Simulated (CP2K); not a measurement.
**Input and output of a self-consistent single point for TiPt (Pm-3m, 2 atoms in the cell) (CP2K)**

Computed with PBEsol, GPW, DZVP-MOLOPT-SR-GTH basis, GTH-PBE potentials (GTH_POTENTIALS) (CP2K).

The input file:

```
&GLOBAL
  PROJECT bulk
  RUN_TYPE ENERGY_FORCE
  PRINT_LEVEL LOW
&END GLOBAL
&FORCE_EVAL
  METHOD Quickstep
  STRESS_TENSOR ANALYTICAL
  &DFT
    BASIS_SET_FILE_NAME BASIS_MOLOPT
    POTENTIAL_FILE_NAME GTH_POTENTIALS
    &QS
      METHOD GPW
      EPS_DEFAULT 1E-11
    &END QS
    &MGRID
      CUTOFF 600
      REL_CUTOFF 50
      NGRIDS 5
    &END MGRID
    &SCF
      SCF_GUESS ATOMIC
      EPS_SCF 1E-6
      MAX_SCF 100
      ADDED_MOS 6
      &DIAGONALIZATION
        ALGORITHM STANDARD
      &END DIAGONALIZATION
      &MIXING
        METHOD BROYDEN_MIXING
        ALPHA 0.3
        NBUFFER 12
        BETA 1
      &END MIXING
      &SMEAR ON
        METHOD MARZARI_VANDERBILT
        SIGMA [eV] 0.1
      &END SMEAR
    &END SCF
    &KPOINTS
      SCHEME MONKHORST-PACK 8 8 8
      GAMMA_CENTERED T
    &END KPOINTS
    &XC
      &XC_FUNCTIONAL
        &PBE
          PARAMETRIZATION PBESOL
        &END PBE
      &END XC_FUNCTIONAL
    &END XC
    &PRINT
      &MO
        EIGENVALUES T
        OCCUPATION_NUMBERS T
        NDIGITS 8
        FILENAME mo
        &EACH
          QS_SCF 0
        &END EACH
        ADD_LAST NUMERIC
      &END MO
      &MULLIKEN OFF
      &END MULLIKEN
    &END PRINT
  &END DFT
  &SUBSYS
    &CELL
      A 3.21338600 0.00000000 0.00000000
      B 0.00000000 3.21338600 0.00000000
      C 0.00000000 0.00000000 3.21338600
      PERIODIC XYZ
    &END CELL
    &COORD
      Pt       0.00000000     0.00000000     0.00000000
      Ti       1.60669300     1.60669300     1.60669300
    &END COORD
    &KIND Pt
      BASIS_SET DZVP-MOLOPT-SR-GTH
      POTENTIAL GTH-PBE-q18
    &END KIND
    &KIND Ti
      BASIS_SET DZVP-MOLOPT-SR-GTH
      POTENTIAL GTH-PBE-q12
    &END KIND
  &END SUBSYS
  &PRINT
    &FORCES ON
    &END FORCES
    &STRESS_TENSOR ON
    &END STRESS_TENSOR
  &END PRINT
&END FORCE_EVAL
```

Output, abridged:

```
 GLOBAL| Method name                                                        CP2K
 GLOBAL| Project name                                                       bulk
 GLOBAL| Run type                                                   ENERGY_FORCE

 TOTAL NUMBERS AND MAXIMUM NUMBERS

  Total number of            - Atomic kinds:                                   2
                             - Atoms:                                          2
                             - Shell sets:                                     2
                             - Shells:                                        16
                             - Primitive Cartesian functions:                 12
                             - Cartesian basis functions:                     62
                             - Spherical basis functions:                     52

  Maximum angular momentum of- Orbital basis functions:                        3
                             - Local part of the GTH pseudopotential:          2
                             - Non-local part of the GTH pseudopotential:      5

 SCF PARAMETERS         Density guess:                                    ATOMIC
                        max_scf:                                             100
                        max_diis:                                              4
                        eps_scf:                                        1.00E-06
                        eps_diis:                                       1.00E-01
                        eps_eigval:                                     1.00E-05
                        level_shift [a.u.]:                             0.000000
                        added MOs                                         6    0
                        Mixing method:                            BROYDEN_MIXING
                                                charge density mixing in g-space
                        Smear method:                         MARZARI_VANDERBILT
                        Smearing width (sigma) [a.u.]:                  3.67E-03
                        Accuracy threshold:                             1.00E-10
                        No outer SCF

 Extrapolation method: initial_guess

 Number of electrons:                                                         30
 Number of occupied orbitals:                                                 15
 Number of molecular orbitals:                                                21

 Number of orbital functions:                                                 52
 Number of independent orbital functions:                                     52

 SCF WAVEFUNCTION OPTIMIZATION

  Step     Update method      Time    Convergence         Total energy    Change
     1 NoMix/Diag. 0.30E+00      -     1.79576673      -178.8090056057 -1.79E+02
     2 Broy./Diag. 0.30E+00      -     0.20972454      -180.6610201898 -1.85E+00
     3 Broy./Diag. 0.30E+00      -     0.07091143      -179.4899290136  1.17E+00
     4 Broy./Diag. 0.30E+00      -     0.05313255      -178.7473283587  7.43E-01
     5 Broy./Diag. 0.30E+00      -     0.01544724      -178.1861554093  5.61E-01
     6 Broy./Diag. 0.30E+00      -     0.01137623      -178.2488434316 -6.27E-02
     7 Broy./Diag. 0.30E+00      -     0.00087040      -178.2179666732  3.09E-02
     8 Broy./Diag. 0.30E+00      -     0.00059627      -178.2293240617 -1.14E-02
     9 Broy./Diag. 0.30E+00      -     0.00014522      -178.2264309416  2.89E-03
    10 Broy./Diag. 0.30E+00      -     0.00000880      -178.2279407215 -1.51E-03
    11 Broy./Diag. 0.30E+00      -     0.00001191      -178.2280292135 -8.85E-05
    12 Broy./Diag. 0.30E+00      -     0.00000040      -178.2281600651 -1.31E-04

  *** SCF run converged in    12 steps ***

  Electronic density on regular grids:        -30.0000000000        0.0000000000
  Core density on regular grids:               29.9999999998       -0.0000000002
  Total charge density on r-space grids:       -0.0000000001
  Total charge density g-space grids:          -0.0000000001

  Overlap energy of the core charge distribution:               0.00000000000002
  Self energy of the core charge distribution:               -289.69650405746899
  Core Hamiltonian energy:                                     67.33017567921721
  Hartree energy:                                              62.89693868909674
  Exchange-correlation energy:                                -18.75879276014268
  Smearing free energy correction:                              0.00002238494749
  Fermi energy:                                                 0.48400907615107

  Total energy:                                              -178.22816006509225

 ENERGY| Total FORCE_EVAL ( QS ) energy [hartree]           -178.228158608085806

 FORCES| Atomic forces [hartree/bohr]
 FORCES|   Atom     x               y               z               |f|
 FORCES|      1  1.06304913E-10  1.06316422E-10  1.06301695E-10   1.84130297E-10
 FORCES|      2 -1.86526244E-12 -1.86833311E-12 -1.87169303E-12   3.23621807E-12
 FORCES| Sum     1.04439650E-10  1.04448088E-10  1.04430001E-10
 FORCES| Total atomic force                                       1.80894082E-10

 STRESS| Analytical stress tensor [bar]
 STRESS|                        x                   y                   z
 STRESS|      x       -1.18290778757E+05   7.13892784413E-05   7.13990679791E-05
 STRESS|      y        7.13892784413E-05  -1.18290778757E+05   7.13878735232E-05
 STRESS|      z        7.13990679791E-05   7.13878735232E-05  -1.18290778757E+05
 STRESS| 1/3 Trace                                            -1.18290778757E+05
```

The run converged in 12 iterations.

The starting cell comes from a database of published, mostly measured structures (it also holds non-ambient and calculated ones), without a prior relaxation at this level. Its lattice was rescaled by a random factor within 2.5 % of one. Spin polarisation is off. Values carry the incompleteness of an atom-centred basis. The potentials were made for another functional than the one used. With a pressure of about -12 GPa the cell is away from its equilibrium volume at this level.

Cost on one core of a shared machine: roughly 90 s.
